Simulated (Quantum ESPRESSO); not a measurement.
A self-consistent single point of Rb (Im-3m, 1 atom in the cell) with Quantum ESPRESSO.

Level of theory: PBE, spin-orbit coupling, PSlibrary fully relativistic PAW (PBE) pseudopotentials (plane waves; Quantum ESPRESSO).

```xyz
1
Lattice="-2.8250 2.8250 2.8250 2.8250 -2.8250 2.8250 2.8250 2.8250 -2.8250" Properties=species:S:1:pos:R:3 pbc="T T T"
Rb     0.0000     0.0000     0.0000
```

Reference input (self-consistent single point, DFT, PBE, plane waves, PSlibrary PAW (PBE) pseudopotentials): ecutwfc = 40 Ry; ecutrho = 280 Ry; occupations = smearing; smearing = fd; degauss = 0.0036749 Ry; potentials = {Rb: Rb.pbe-spn-kjpaw_psl.1.0.0.UPF}; K_POINTS = automatic 11 11 11 0 0 0; conv_thr = 1e-10 Ry; mixing_beta = 0.4. This run's input differs from it in these lines:

```diff
@@ -17,2 +17,4 @@
   degauss = 0.0036749,
+  noncolin = .true.,
+  lspinorb = .true.,
 /
@@ -23,3 +25,3 @@
 ATOMIC_SPECIES
-Rb    85.4678  Rb.pbe-spn-kjpaw_psl.1.0.0.UPF
+Rb    85.4678  Rb.rel-pbe-spn-kjpaw_psl.1.0.0.UPF
 ATOMIC_POSITIONS crystal
```

Output (repeated stretches shortened):

```
     Self-consistent Calculation

     iteration #  1     ecut=    40.00 Ry     beta= 0.40

     Threshold (ethr) on eigenvalues was too large:
     Diagonalizing with lowered threshold

     total energy              =    -240.18841148 Ry
     estimated scf accuracy    <       0.00120237 Ry

     iteration #  2     ecut=    40.00 Ry     beta= 0.40

     total energy              =    -240.18847627 Ry
     estimated scf accuracy    <       0.00027844 Ry

     iteration #  3     ecut=    40.00 Ry     beta= 0.40

     total energy              =    -240.18851857 Ry
     estimated scf accuracy    <       0.00002860 Ry

   [... 5 blocks of this kind left out ...]

     iteration #  9     ecut=    40.00 Ry     beta= 0.40

     total energy              =    -240.18852151 Ry
     estimated scf accuracy    <          3.8E-09 Ry

     iteration # 10     ecut=    40.00 Ry     beta= 0.40
     End of self-consistent calculation

     the Fermi energy is     2.0317 ev

!    total energy              =    -240.18852152 Ry
     estimated scf accuracy    <          1.3E-11 Ry
     smearing contrib. (-TS)   =      -0.00047671 Ry
     internal energy E=F+TS    =    -240.18804480 Ry

     convergence has been achieved in  10 iterations

     Forces acting on atoms (cartesian axes, Ry/au):

     atom    1 type  1   force =     0.00000000    0.00000000    0.00000000

     Total force =     0.000000     Total SCF correction =     0.000000

          total   stress  (Ry/bohr**3)                   (kbar)     P=        0.20
   0.00000136   0.00000000   0.00000000            0.20        0.00        0.00
   0.00000000   0.00000136   0.00000000            0.00        0.20        0.00
   0.00000000   0.00000000   0.00000136            0.00        0.00        0.20

   JOB DONE.
```

The run converged in 10 iterations. Against the reference run the pressure stays at 0.02 GPa.

The starting cell has typed, rounded lattice constants, without a prior relaxation at this level.

Cost on one core of a shared machine: roughly 2 min.
